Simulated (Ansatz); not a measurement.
**Pressure series in InSe**

Consider InSe in the beta-GaS type structure (space group P6_3/mmc, No. 194; a = 4.016 Å, c = 16.926 Å; layered, stacked along the Cartesian z axis).

Cell and atoms are relaxed at each pressure.

Levels (all Ansatz, a program for electronic structure, PAW, earlier PAW set): r2SCAN+rVV10 (500 eV, no SOC); HSE06 (420 eV, without spin-orbit coupling).

Band gaps by level, all at the geometries relaxed with r2SCAN+rVV10:

```
case               r2SCAN+rVV10    HSE06
-----------------  ------------  -------
base                    0.85 eV  1.20 eV
pressure −1 GPa         0.96 eV  1.32 eV
pressure 0.9 GPa        0.87 eV  1.22 eV
pressure 2.1 GPa        0.94 eV  1.29 eV
pressure 4.5 GPa        1.12 eV  1.46 eV
pressure 22.5 GPa       0.22 eV  0.47 eV
```

Single points use the geometry relaxed with r2SCAN+rVV10. The hybrid gap comes from the SCF mesh plus the semilocal run's edge points and a few special points and is an upper bound. Load acts through the strain it causes; cell and atoms are relaxed under it. Stability against distortions was not tested. No other phases were tried under pressure. The zero or small gap of InSe under pressure 22.5 GPa can change with the level of theory.
